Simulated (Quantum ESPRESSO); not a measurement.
Worked example: self-consistent single point of HfMg6Bi (Amm2, 8 atoms in the cell) in Quantum ESPRESSO.

Computed with PBEsol-D3(0), PseudoDojo standard norm-conserving (PBESOL) pseudopotentials (plane waves; Quantum ESPRESSO).

```xyz
8
Lattice="5.2001 0.0000 0.0000 0.0000 3.2640 5.4925 0.0000 -3.2640 5.4925" Properties=species:S:1:pos:R:3 pbc="T T T"
Mg     0.0000    -1.6322     6.4035
Mg     0.0000     1.6322     6.4035
Mg     0.0000     0.0000     3.6746
Mg     2.6001    -1.5748     4.6134
Mg     2.6001     1.5748     4.6134
Mg     2.6001     0.0000     1.8041
Hf     2.6001     0.0000     7.3168
Bi     0.0000     0.0000     9.1108
```

Reference input (self-consistent single point, DFT, PBEsol, plane waves, PseudoDojo standard norm-conserving (PBESOL) pseudopotentials): ecutwfc = 85 Ry; occupations = smearing; smearing = cold; degauss = 0.0147 Ry; potentials = {Mg: Mg.upf, Hf: Hf.upf, Bi: Bi.upf}; K_POINTS = automatic 4 3 3 0 0 0; conv_thr = 1e-10 Ry. This run's input differs from it in these lines:

```diff
@@ -16,2 +16,5 @@
     degauss = 0.0147
+    vdw_corr = 'grimme-d3'
+    dftd3_version = 3
+    dftd3_threebody = .false.
 /
```

Output (repeated stretches shortened):

```
     Self-consistent Calculation

     iteration #  1     ecut=    85.00 Ry     beta= 0.70

     Threshold (ethr) on eigenvalues was too large:
     Diagonalizing with lowered threshold

     total energy              =    -987.85217267 Ry
     estimated scf accuracy    <       0.11962962 Ry

     iteration #  2     ecut=    85.00 Ry     beta= 0.70

     total energy              =    -987.81490360 Ry
     estimated scf accuracy    <       0.42003469 Ry

     iteration #  3     ecut=    85.00 Ry     beta= 0.70

     total energy              =    -987.88683019 Ry
     estimated scf accuracy    <       0.03750541 Ry

   [... 7 blocks of this kind left out ...]

     iteration # 11     ecut=    85.00 Ry     beta= 0.70

     total energy              =    -987.89337546 Ry
     estimated scf accuracy    <          3.6E-10 Ry

     iteration # 12     ecut=    85.00 Ry     beta= 0.70
     End of self-consistent calculation

     the Fermi energy is     7.8156 ev

!    total energy              =    -987.89337546 Ry
     estimated scf accuracy    <          4.4E-11 Ry
     smearing contrib. (-TS)   =      -0.00190275 Ry
     internal energy E=F+TS    =    -987.89147271 Ry

     DFT-D3 Dispersion         =      -0.12211362 Ry

     convergence has been achieved in  12 iterations

     Forces acting on atoms (cartesian axes, Ry/au):

     atom    1 type  1   force =     0.00000000    0.00186394    0.00075300
     atom    2 type  1   force =     0.00000000   -0.00186394    0.00075300
     atom    3 type  1   force =     0.00000000    0.00000000   -0.00097159
     atom    4 type  1   force =     0.00000000    0.00273420    0.00060550
     atom    5 type  1   force =     0.00000000   -0.00273420    0.00060550
   [... lines left out ...]

     Total force =     0.005593     Total SCF correction =     0.000004

          total   stress  (Ry/bohr**3)                   (kbar)     P=      -28.31
  -0.00024024   0.00000000   0.00000000          -35.34        0.00        0.00
   0.00000000  -0.00017485   0.00000000            0.00      -25.72        0.00
   0.00000000  -0.00000000  -0.00016232            0.00       -0.00      -23.88

   JOB DONE.
```

The run converged in 12 iterations. Against the reference run the pressure goes from -1.51 to -2.83 GPa and the largest force goes from 0.054 to 0.072 eV/Å.

The starting cell comes from a database of computed structures (which also holds hypothetical and non-ambient phases and stackings), without a prior relaxation at this level.

Cost on one core of a shared machine: roughly 4 min.
